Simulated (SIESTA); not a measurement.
A self-consistent single point of Na (Im-3m, 1 atom in the cell) with SIESTA.

Level of theory: GGA PBE, numerical atomic orbitals DZP, PseudoDojo PBE stringent norm-conserving potentials (rewritten from UPF to PSML) run with SIESTA.

The change in words: lattice scaled by 0.98; pseudopotentials: PseudoDojo PBE standard → PseudoDojo PBE stringent. Reference geometry:
```xyz
1
Lattice="-2.1406 2.1406 2.1406 2.1406 -2.1406 2.1406 2.1406 2.1406 -2.1406" Properties=species:S:1:pos:R:3 pbc="T T T"
Na     0.0000     0.0000     0.0000
```

Reference input (self-consistent single point, DFT, GGA PBE, numerical atomic orbitals DZP, PseudoDojo PBE standard norm-conserving potentials (rewritten from UPF to PSML)): XC.functional = GGA; XC.authors = PBE; potentials = PseudoDojo PBE standard; PAO.BasisSize = DZP; PAO.EnergyShift = 0.005 Ry; MeshCutoff = 300 Ry; kgrid.MonkhorstPack = 11 11 11; OccupationFunction = FD; ElectronicTemperature = 100 meV; MaxSCFIterations = 150; SCF.Mixer.Method = Pulay; SCF.Mixer.Weight = 0.25. This run's input differs from it in these lines:

```diff
@@ -1,2 +1,2 @@
-# files in the folder: Na.psml (PseudoDojo PBE standard)
+# files in the folder: Na.psml (PseudoDojo PBE stringent)
 SystemName  Na
@@ -9,7 +9,7 @@
 %endblock ChemicalSpeciesLabel
-LatticeConstant              3.707715 Ang
+LatticeConstant              3.633560 Ang
 %block LatticeVectors
-    -0.577350201    0.577350201    0.577350201
-     0.577350201   -0.577350201    0.577350201
-     0.577350201    0.577350201   -0.577350201
+    -0.577350312    0.577350312    0.577350312
+     0.577350312   -0.577350312    0.577350312
+     0.577350312    0.577350312   -0.577350312
 %endblock LatticeVectors
```

Log, with long lists cut:

```
        iscf     Eharris(eV)        E_KS(eV)     FreeEng(eV)     dDmax    Ef(eV) dHmax(eV)
   scf:    1    -1243.063208    -1243.574740    -1243.588604  0.526326 -3.414505  1.813088
   scf:    2    -1243.588805    -1243.581879    -1243.595706  0.020393 -3.439512  1.269910
   scf:    3    -1243.594119    -1243.588523    -1243.602266  0.045937 -3.499032  0.009926
   scf:    4    -1243.588515    -1243.588519    -1243.602263  0.001334 -3.505604  0.028934
   scf:    5    -1243.588521    -1243.588520    -1243.602267  0.000998 -3.504631  0.000946
mix: Pulay -- inversion failed, > SVD [rank/size] 2 / 4
   scf:    6    -1243.588520    -1243.588520    -1243.602267  0.000033 -3.504599  0.000009
mix: Pulay -- inversion failed, > SVD [rank/size] 2 / 5
   scf:    7    -1243.588520    -1243.588520    -1243.602267  0.000001 -3.504599  0.000003
SCF Convergence by DM+H criterion
max |DM_out - DM_in|         :     0.0000013769
max |H_out - H_in|      (eV) :     0.0000027666
SCF cycle converged after 7 iterations

Using DM_out to compute the final energy and forces

siesta: E_KS(eV) =            -1243.5885

siesta: E_KS - E_eggbox =     -1243.5885

siesta: Atomic forces (eV/Ang):
     1   -0.000000    0.000000    0.000000
   Tot   -0.000000    0.000000    0.000000
   Max    0.000000
   Res    0.000000    sqrt( Sum f_i^2 / 3N )
   Max    0.000000    constrained

Stress tensor Voigt[x,y,z,yz,xz,xy] (kbar):       -3.94       -3.94       -3.94        0.30        0.30        0.30
(Free)E + p*V (eV/cell)    -1243.5115
Target enthalpy (eV/cell)    -1243.6023

siesta: Program's energy decomposition (eV):
siesta: FreeEng =     -1243.602267

siesta: Stress tensor (static) (eV/Ang**3):
   [... lines left out ...]
siesta: Cell volume =         36.929652 Ang**3
siesta:           3.93601561          3.93601561  kBar
   [... lines left out ...]

mulliken: Atomic and Orbital Populations:

Species: Na
Atom  Qatom  Qorb
               2s      3s      3s      2py     2pz     2px     3py     3pz
               3px
   1  9.000   2.002   0.675  -0.128   2.017   2.017   2.017   0.133   0.133
              0.133

mulliken: Qtot =        9.000

Mulliken Atomic Populations:
Atom #   charge [q] valence [e]  Species
     1    -0.000000    9.000000  Na
 Total    -0.000000
```

The run converged in 7 iterations. Against the reference run the pressure goes from -0.10 to 0.39 GPa.

The starting cell has typed, rounded lattice constants, without a prior relaxation at this level. Its lattice was rescaled by up to half a per cent. For this run, on top of that: lattice scaled by 0.98. Values carry the incompleteness of an atom-centred basis.
